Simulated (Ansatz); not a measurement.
## Worked sum: formation energy of SiC (3C, zinc blende, F-43m) from the elements

Subject: the formation energy of SiC (3C, zinc blende, F-43m) from the elements. Reaction: C (graphite) + Si (diamond) → SiC (3C, zinc blende). Negative: the products are lower in energy. The value is per atom of the solid.

SiC (3C, zinc blende, F-43m), 2 atoms in the cell. Conventional cell: a = b = c = 4.349 Å, α = β = γ = 90.00°.

Ansatz (a first-principles code) with PAW potentials; structures come from PBE+D3(BJ) relaxations, nuclei static, no net charge. Ansatz runs with its PAW set soft_1. 

Total energies of the cells in eV, at zero smearing width. They compare only within one column; the weights balance every element.

| cell | atoms | weight | PBE+D3(BJ) |
|---|---|---|---|
| SiC (3C, zinc blende) | 2 | +4 | -887.76277 |
| C (graphite) | 4 | −1 | -1004.33948 |
| Si (diamond) | 2 | −2 | -1272.24642 |

PBE+D3(BJ): 4 × (-887.76277) − (-1004.33948) − 2 × (-1272.24642) = -2.219 eV; dividing by 8 atoms gives -0.28 eV/atom.

What follows from the PBE+D3(BJ) value: A formula unit of SiC has 2 atoms, so it forms with -0.2773 × 2 = -0.555 eV, or -53.5 kJ/mol at 96.485 kJ/mol per eV.
